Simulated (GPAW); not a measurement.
GPAW run on Rb (Im-3m, 1 atom in the cell): self-consistent single point.

Level of theory: PBEsol, GPAW PAW datasets PBEsol (made by gpaw-setup) (plane waves; GPAW).

```xyz
1
Lattice="-2.7826 2.7826 2.7826 2.7826 -2.7826 2.7826 2.7826 2.7826 -2.7826" Properties=species:S:1:pos:R:3 pbc="T T T"
Rb     0.0000     0.0000     0.0000
```

Reference input (self-consistent single point, DFT PBE, plane waves, GPAW PAW datasets PBE (gpaw-data 1.0.1)): mode = pw; ecut = 600 eV; xc = PBE; kpts = 11 11 11; mesh shift (steps) = 0 0 0; occupations.name = methfessel-paxton; occupations.width = 0.272 eV; occupations.order = 0; nbands = -9; convergence.forces = 0.001 eV/Å; symmetry.symmorphic = false; symmetry.tolerance = 0.0005. This run's input differs from it in these lines:

```diff
@@ -12,3 +12,3 @@
 calc = GPAW(mode=PW(600),
-            xc='PBE',
+            xc='PBEsol',
             kpts=(11, 11, 11),
```

Its files differ too (potentials: GPAW PAW datasets PBEsol (made by gpaw-setup)).

The program printed (abridged):

```
     iter     time        total  log10-change:
                         energy   eigst   dens  force
iter:   1 --:--:--    -1.144011
iter:   2 --:--:--    -1.121768   -2.75  -1.33
iter:   3 --:--:--    -0.990906   -2.24  -1.37
iter:   4 --:--:--    -0.990473   -3.92  -1.82
iter:   5 --:--:--    -0.992917c  -3.53  -1.76
iter:   6 --:--:--    -0.992872c  -4.25  -2.46
iter:   7 --:--:--    -0.992860c  -5.56  -3.08
iter:   8 --:--:--    -0.992876c  -6.57  -2.98
iter:   9 --:--:--    -0.992875c  -6.96  -3.88
iter:  10 --:--:--    -0.992876c  -7.25  -4.69c
iter:  11 --:--:--    -0.992875c  -7.31  -4.10c
iter:  12 --:--:--    -0.992875c  -8.72c -5.81c
iter:  13 --:--:--    -0.992875c -10.10c -6.01c -23.83c
Converged after 13 iterations.

Dipole moment: (0.000000, -0.000000, -0.000000) |e|*Ang

Energy contributions relative to reference atoms: (reference = -81052.931720)

Kinetic:         +1.242277
Potential:       -1.004860
External:        +0.000000
XC:              -1.198672
Entropy (-ST):   -0.032285
Local:           -0.015477
SIC:             +0.000000
--------------------------
Free energy:     -1.009017
Extrapolated:    -0.992875

Showing only first 2 kpts
 Kpt  Band  Eigenvalues  Occupancy
  0     2    -11.56652    2.00000
  0     3    -11.56652    2.00000
  0     4     -0.74424    2.00000
  0     5      5.03617    0.00000

  1     2    -11.56960    2.00000
  1     3    -11.56653    2.00000
  1     4     -0.64156    2.00000
  1     5      4.87913    0.00000

Fermi level: 1.30176

No gap
No difference between direct/indirect transitions
Energy (eV): -0.992875

Forces in eV/Ang:
  0 Rb   -0.00000   -0.00000   -0.00000

Stress tensor:
     0.000017     0.000000     0.000000
     0.000000     0.000017    -0.000000
     0.000000    -0.000000     0.000017
Stress (GPa, Voigt): [ 0.0027  0.0027  0.0027 -0.      0.      0.    ]
```

The run converged in 13 iterations. GPAW prints stress with tension positive. Against the reference run the pressure goes from 0.17 to 0.00 GPa.

The starting cell has typed, rounded lattice constants, without a prior relaxation at this level. Its lattice was rescaled by a random factor within 2.5 % of one.

Cost on one core of a shared machine: roughly 40 s.
